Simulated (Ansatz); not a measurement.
# SrTe in the rock salt structure (space group Fm-3m, No. 225)

```
SrTe
1.0
    0.00000     3.35950     3.35950
    3.35950     0.00000     3.35950
    3.35950     3.35950     0.00000
Sr Te
1 1
Direct
  0.00000   0.00000   0.00000
  0.50000   0.50000   0.50000
```

Calculations: Ansatz (an electronic-structure program) PBE, spin-orbit coupling left out. Γ-centred 9×9×9 mesh, Fermi–Dirac width 0.05 eV.

| Quantity | Result |
|---|---|
| Volume per atom | 37.92 Å³ |
| Density | 4.71 g/cm³ |
| Band gap | 1.78 eV, indirect, Γ → X |
| Electron mass | 1.3 mₑ along k, 0.26 mₑ across |
| Hole mass (degenerate bands, along [100]) | 0.16, 0.94, 0.94 mₑ |
| Lowest conduction-band minima above the VBM | X along ⟨100⟩ 1.78 eV; Γ 2.75 eV |
| Total energy | -5263.840 eV/atom (σ→0; compares only within this code and set-up) |

With Te present, leaving out spin-orbit coupling can change the band edges. Effective masses come from finite differences of ±0.01 Å⁻¹. Along k means along the line from Γ to the band edge. No phonon test of stability was made.
